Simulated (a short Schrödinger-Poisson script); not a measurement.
# Gated Al0.2Ga0.8N/GaN polarisation-induced gas

Structure: gated Al0.2Ga0.8N/GaN polarisation-induced gas, at 20 K.

```csv
layer,material,thickness (nm),Na (cm⁻³)
1,Al0.2Ga0.8N,15,-
2,GaN,6000,1e14
```

The device is made up for the run: typed textbook-type constants, with dimensions and the other settings drawn at random. Al0.2Ga0.8N: permittivity 9.38, conduction-band edge (eV) 0.262, gap (eV) 3.804, electron mass (mₑ) 0.224, Nv at 300 K (cm⁻³) 4.6e19. GaN: permittivity 9.5, conduction-band edge (eV) 0, gap (eV) 3.43, Nv at 300 K (cm⁻³) 4.6e19.

Channel valleys (confinement mass, in-plane density-of-states mass, number): Γ 0.2, 0.2, 1. At the gate the conduction-band edge of layer 1 lies 1.2 eV − eVg above the Fermi level of the channel; the field vanishes at the back. Sheet of polarisation charge: +9.4e12 e/cm² at 15 nm from the gate. The barrier under the gate holds no holes. Gaps are held at their typed values at every temperature. Mesh 0.08 nm at interfaces.

From a short Schrödinger-Poisson script (our own, NumPy): 1D Poisson equation in equilibrium, electrons quantum, Hartree plus LDA exchange-correlation (BenDaniel-Duke, 40 states a valley, the channel's in-plane mass for all, wave functions free to enter the barrier), parabolic valleys, classical holes, full ionisation, no traps, pinning or gate leakage.

```tsv
Vg (V)	electrons (cm⁻²)	in the channel layer	C (μF/cm²)	Γ E0 (meV)	Γ E1 (meV)
0.5	7.10e12	6.39e12	0.527	-82.3	-2.2
0.35	6.60e12	6.01e12	0.525	-77.1	-1.2
0.2	6.11e12	5.62e12	0.522	-71.9	-0.2
0.05	5.63e12	5.21e12	0.520	-66.6	0.9
-0.1	5.14e12	4.80e12	0.517	-61.2	2.5
-0.25	4.66e12	4.39e12	0.515	-55.6	4.7
-0.4	4.18e12	3.96e12	0.512	-50.0	7.4
-0.55	3.70e12	3.53e12	0.510	-44.3	9.9
-0.7	3.22e12	3.10e12	0.507	-38.6	12.3
-0.85	2.75e12	2.66e12	0.504	-32.9	14.4
-1	2.28e12	2.22e12	0.500	-27.3	16.2
-1.15	1.81e12	1.77e12	0.496	-21.7	17.6
-1.3	1.35e12	1.33e12	0.491	-16.2	18.6
-1.45	8.95e11	8.85e11	0.483	-10.7	18.8
-1.6	4.48e11	4.46e11	0.470	-5.3	17.9
-1.75	2.41e10	2.41e10	0.409	2.9	16.4
```

Gate voltages with under 1e6 electrons/cm² are left out.

Subbands count from the Fermi level.
